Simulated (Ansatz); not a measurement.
Here is the system:

```
CELL_PARAMETERS angstrom
      4.13248     0.00725     0.00580
      0.00725     4.15318    -0.00994
      0.00580    -0.00994     4.16105
ATOMIC_POSITIONS crystal
  Zr 0.00000 0.00000 0.00000
  Pb 0.50000 0.50000 0.50000
  O  0.50000 0.00000 0.00000
  O  0.00000 0.50000 0.00000
  O  0.00000 0.00000 0.50000
```

No spin polarisation.

A single point on PbZrO3 with a change (strain tensor (xx, yy, zz, yz, xz, xy) = (−0.21, +0.29, +0.48, −0.24, +0.14, +0.18) %), its geometry relaxed with PBEsol.

Calculations: r2SCAN (Ansatz, a first-principles code, PAW, spin-orbit coupling left out), earlier PAW set. Settings: 8×8×8 k-points, 0.05 eV Fermi–Dirac smearing.

### Question
Predict the pressure and band gap.

### Answer
```json
{
  "pressure": "1.32 GPa",
  "band_gap": "2.85 eV"
}
```

Single points use the geometry relaxed with PBEsol. With Pb present, leaving out spin-orbit coupling can change the band edges. Stability against distortions was not tested. The cell was made from PbZrO₃ in the cubic perovskite structure (space group Pm-3m, No. 221; a cell from a computed database, its experimental status unchecked) by this change: strain tensor (xx, yy, zz, yz, xz, xy) = (−0.21, +0.29, +0.48, −0.24, +0.14, +0.18) %. Many cubic perovskites are stable only at high temperature; tilts and polar distortions were not tested.
